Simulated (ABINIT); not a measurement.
Worked example: self-consistent single point of MgPd3 (Pm-3m, 4 atoms in the cell) in ABINIT.

Method: LDA (PW92), PAW (JTH v2.0 LDA PAW) (plane waves; ABINIT).

```yaml
crystal:
  lattice:
    - [3.96476, 0.00000, 0.00000]
    - [0.00000, 3.96476, 0.00000]
    - [0.00000, 0.00000, 3.96476]
  atoms:
    - { symbol: Mg, position: [0.00000, 0.00000, 0.00000] }
    - { symbol: Pd, position: [0.00000, 0.50000, 0.50000] }
    - { symbol: Pd, position: [0.50000, 0.00000, 0.50000] }
    - { symbol: Pd, position: [0.50000, 0.50000, 0.00000] }
```

Reference input (self-consistent single point, DFT, PBEsol, plane waves, PAW (JTH v2.0 PBE PAW, files made for PBE)): pseudos = [Mg.GGA_PBE-JTH.xml, Pd.GGA_PBE-JTH.xml]; ecut = 24 Ha; pawecutdg = 48 Ha; pawxcdev = 0; ixc = -116133; occopt = 3; tsmear = 0.1 eV; ngkpt = 7 7 7; nshiftk = 1; shiftk = 0 0 0; potentials = JTH v2.0 PBE PAW; nband = 41. This run's input differs from it in these lines:

```diff
@@ -1,4 +1,4 @@
-# MgPd3, JTH v2.0 PBE PAW
+# MgPd3, JTH v2.0 LDA PAW
 pp_dirpath "./"
-pseudos "Mg.GGA_PBE-JTH.xml, Pd.GGA_PBE-JTH.xml"
+pseudos "Mg.LDA_PW-JTH.xml, Pd.LDA_PW-JTH.xml"
 acell 7.4923162190 7.4923162190 7.4923162190
@@ -20,3 +20,3 @@
 pawxcdev 0
-ixc -116133
+ixc 7
 occopt 3
```

Its files differ too (potentials: JTH v2.0 PBE PAW → JTH v2.0 LDA PAW).

Log, with long lists cut:

```
--- !BeginCycle
solver: {iscf: 17, nstep: 100, nline: 4, wfoptalg: 10, }
tolerances: {tolvrs: 1.00E-10, }
...

     iter   Etot(hartree)      deltaE(h)  residm     nres2
 ETOT  1  -425.45386512579    -4.255E+02 6.110E+01 4.412E+02
 ETOT  2  -452.74759253268    -2.729E+01 1.864E-01 4.459E+02
 ETOT  3  -451.09594758704     1.652E+00 2.135E-01 1.261E+02
 ETOT  4  -450.88838180950     2.076E-01 5.051E-02 3.467E+01
 ETOT  5  -450.86748358603     2.090E-02 1.075E-02 2.317E+01
   [... 19 lines left out ...]
 ETOT 25  -450.78747234307    -8.002E-10 4.641E-05 1.352E-08
 ETOT 26  -450.78747234323    -1.589E-10 9.312E-05 9.755E-10
 ETOT 27  -450.78747234326    -3.581E-11 3.362E-05 1.101E-09
 ETOT 28  -450.78747234328    -1.160E-11 6.790E-05 8.105E-12
 At SCF step   28       nres2   =  8.11E-12 < tolvrs=  1.00E-10 =>converged.

 Cartesian components of stress tensor (hartree/bohr^3)
  sigma(1 1)=  3.61400735E-04  sigma(3 2)=  0.00000000E+00
  sigma(2 2)=  3.61400735E-04  sigma(3 1)=  0.00000000E+00
  sigma(3 3)=  3.61400735E-04  sigma(2 1)=  0.00000000E+00

 ----iterations are completed or convergence reached----

 reduced coordinates (array xred) for    4 atoms
       0.000000000000      0.000000000000      0.000000000000
       0.000000000000      0.500000000000      0.500000000000
       0.500000000000      0.000000000000      0.500000000000
       0.500000000000      0.500000000000      0.000000000000
 cartesian forces (eV/Angstrom) at end:
    1     -0.00000000000000    -0.00000000000000    -0.00000000000000
   [... lines left out ...]
 Fermi (or HOMO) energy (hartree) =   0.35304   Average Vxc (hartree)=  -0.43216
   [... lines left out ...]
'-kT*entropy'       : -4.48843441885752E-03
total_energy        : -4.50787473751894E+02
total_energy_eV     : -1.22665509875425E+04
...

-Cartesian components of stress tensor (GPa)         [Pressure= -1.0633E+01 GPa]
- sigma(1 1)=  1.06327749E+01  sigma(3 2)=  0.00000000E+00
- sigma(2 2)=  1.06327749E+01  sigma(3 1)=  0.00000000E+00
- sigma(3 3)=  1.06327749E+01  sigma(2 1)=  0.00000000E+00

 Calculation completed.
```

The run converged in 28 iterations. Against the reference run the pressure goes from -6.01 to -10.63 GPa.

The starting cell comes from a database of computed structures (which also holds hypothetical and non-ambient phases and stackings), without a prior relaxation at this level. Its lattice was rescaled by a random factor within 2.5 % of one. Spin polarisation is off. With a pressure of about -11 GPa the cell is away from its equilibrium volume at this level.

Cost on one core of a shared machine: roughly 3 min.
